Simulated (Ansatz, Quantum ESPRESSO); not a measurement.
# Ta (Im-3m, 1 atom in the cell) computed with different codes at matched settings

Self-consistent single point.

```xyz
1
Lattice="-1.6779 1.6779 1.6779 1.6779 -1.6779 1.6779 1.6779 1.6779 -1.6779" Properties=species:S:1:pos:R:3 pbc="T T T"
Ta     0.0000     0.0000     0.0000
```

Shared settings, as Ansatz (an electronic-structure program) writes them: kpoints.mp_grid.grid = 18 18 18; magnetization.spin_orbit = true; scf.occupations.method = fermi_dirac; scf.occupations.width = 0.136 eV. Potentials and cutoffs stand in the table.

```
code                                                                                                       model  pressure (GPa)   cutoff
----------------  ----------------------------------------------------------------------------------------------  --------------  -------
Ansatz                                                           PBE with spin-orbit coupling, default PAW files           -5.72  default
Quantum ESPRESSO  PBE, spin-orbit coupling, PseudoDojo fully relativistic norm-conserving (PBE) pseudopotentials           -5.42    60 Ry
```

The spread over the programs that give each value: pressure within 0.30 GPa.

Ansatz's pressure is given at a fixed set of plane waves, as the other plane-wave codes print theirs; with its correction for the finite basis it is -5.67 GPa.

The starting cell comes from a database of computed structures (which also holds hypothetical and non-ambient phases and stackings), without a prior relaxation at this level. Its lattice was rescaled by a random factor within 2.5 % of one.

Left out of this page: ABINIT (failed or unconverged); Elk, FLEUR and SIESTA (not drawn, or without a comparable value).

Keys are those of Ansatz 0.2.
